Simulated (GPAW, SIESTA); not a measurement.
A SIESTA input for a self-consistent single point of BeCo (Pm-3m, 2 atoms in the cell) (DFT, LDA PW92, numerical atomic orbitals DZP, PseudoDojo LDA standard norm-conserving potentials (rewritten from UPF to PSML)):

```
# files in the folder: Be.psml Co.psml (PseudoDojo LDA standard)
SystemName  BeCo
SystemLabel beco

NumberOfAtoms                2
NumberOfSpecies              2
%block ChemicalSpeciesLabel
  1 4 Be
  2 27 Co
%endblock ChemicalSpeciesLabel
LatticeConstant              2.571750 Ang
%block LatticeVectors
     1.000000000    0.000000000    0.000000000
     0.000000000    1.000000000    0.000000000
     0.000000000    0.000000000    1.000000000
%endblock LatticeVectors
AtomicCoordinatesFormat      Bohr
%block AtomicCoordinatesAndAtomicSpecies
     0.000000000    0.000000000    0.000000000  1
     2.429951581    2.429951581    2.429951581  2
%endblock AtomicCoordinatesAndAtomicSpecies

XC.functional                LDA
XC.authors                   PW92
PAO.BasisSize                DZP
PAO.EnergyShift              0.01 Ry
PAO.Polarization.NonPerturbative true
MeshCutoff                   350 Ry
%block kgrid.MonkhorstPack
    9   0   0  0.0
    0   9   0  0.0
    0   0   9  0.0
%endblock kgrid.MonkhorstPack
OccupationFunction           FD
ElectronicTemperature        100.0 meV
Spin                         polarized
%block DM.InitSpin
  1 +0.00
  2 +3.00
%endblock DM.InitSpin

MaxSCFIterations             150
SCF.Mixer.Method             Broyden
SCF.Mixer.Weight             0.1
SCF.Mixer.History            6
SCF.DM.Tolerance             1.0E-05
Diag.ParallelOverK           true
WriteForces                  true
Charge.Mulliken              end
```

Q: Write the same calculation as an input for GPAW.

A: This is the input that was run; spellings and numerical settings could be chosen otherwise.

```python
from ase import Atoms
from ase.units import GPa
from gpaw import GPAW, PW, FermiDirac

atoms = Atoms(['Be', 'Co'],
              cell=[[2.571750, 0.000000, 0.000000],
                    [0.000000, 2.571750, 0.000000],
                    [0.000000, 0.000000, 2.571750]],
              positions=[[0.000000, 0.000000, 0.000000],
                         [1.285875, 1.285875, 1.285875]],
              pbc=True)

atoms.set_initial_magnetic_moments([0.0, 3.0])

calc = GPAW(spinpol=True,
            mode=PW(850),
            xc='LDA',
            kpts=(9, 9, 9),
            occupations=FermiDirac(0.1),
            nbands=-10,
            symmetry={'symmorphic': False, 'tolerance': 0.0005},
            maxiter=150,
            txt='-')

atoms.calc = calc

energy = atoms.get_potential_energy()
print('Energy (eV):', round(energy, 6))
forces = atoms.get_forces()
print('Forces (eV/Ang):')
print(forces.round(5))
stress = atoms.get_stress()
print('Stress (GPa, Voigt):', (stress / GPa).round(4))
```

Basis, cutoffs, solver keys and any potentials are the target program's own. This input uses DFT LDA (Perdew-Wang 92), plane waves, GPAW PAW datasets LDA (gpaw-data 1.0.1). LDA parametrisations can differ slightly between programs. Both were run: pressure -18.99 GPa in SIESTA and -6.51 in GPAW; size of the net moment 0.13 μB/atom in SIESTA and 0.11 in GPAW.

On GPAW: the starting cell comes from a database of computed structures (which also holds hypothetical and non-ambient phases and stackings), without a prior relaxation at this level. The moments shrank to a small part of their start, a low-spin state that need not be the lowest. With a pressure of about -7 GPa the cell is away from its equilibrium volume at this level.

On SIESTA: the starting cell comes from a database of computed structures (which also holds hypothetical and non-ambient phases and stackings), without a prior relaxation at this level. The moments shrank to a small part of their start, a low-spin state that need not be the lowest. Values carry the incompleteness of an atom-centred basis. With a pressure of about -19 GPa the cell is away from its equilibrium volume at this level.
